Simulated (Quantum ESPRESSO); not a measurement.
Troubleshooting Quantum ESPRESSO: a failed run on MgSi (P1, 12 atoms in the cell). The aim is a self-consistent single point with DFT, PBEsol, plane waves, GBRV 1.5 ultrasoft (PBESOL) pseudopotentials.

Cell that was meant: a = 4.3144 Å, b = 5.3084 Å, c = 10.0386 Å, α = 92.37°, β = 91.03°, γ = 111.83°.

Part of the input:

```fortran
   nat = 12
   ntyp = 2
   ecutwfc = 40
   ecut_rho = 200
   occupations = 'smearing'
   smearing = 'marzari-vanderbilt'
   degauss = 0.0147
```

Log, with long lists cut:

```
     This program is part of the open-source Quantum ESPRESSO suite
     for quantum simulation of materials; please cite

 %%%%%%%%%%%%%%%%%%%%%%%%%%%%%%%%%%%%%%%%%%%%%%%%%%%%%%%%%%%%%%%%%%%%%%%%%%%%%%
     Error in routine  read_namelists (1):
      bad line in namelist &system: "   ecut_rho = 200" (error could be in the previous line)
 %%%%%%%%%%%%%%%%%%%%%%%%%%%%%%%%%%%%%%%%%%%%%%%%%%%%%%%%%%%%%%%%%%%%%%%%%%%%%%

     stopping ...
```

From the messages shown, name the fault and mend the input.

The fault is a keyword that the program does not know. The program does not know a key of this name. To fix it, use the program's own name for the key. The program stopped before any SCF iteration.

The sound input it was made from differs as follows (other fixes are possible):
```diff
-   ecut_rho = 200
+   ecutrho = 200
```

With that input, the run converged in 14 iterations: free energy E − TS -10994.0239 eV; Fermi level (on the code's own zero) 7.85 eV; pressure 2.45 GPa; largest force (vector length) 0.242 eV/Å (DFT, PBEsol, plane waves, GBRV 1.5 ultrasoft (PBESOL) pseudopotentials).

On the sound input: the starting cell comes from a database of computed structures (which also holds hypothetical and non-ambient phases and stackings), without a prior relaxation at this level. Its lattice was rescaled by a random factor within 2.5 % of one. Without a gap this mesh is coarse (it stands for a supercell whose shortest vector is 16 Å).
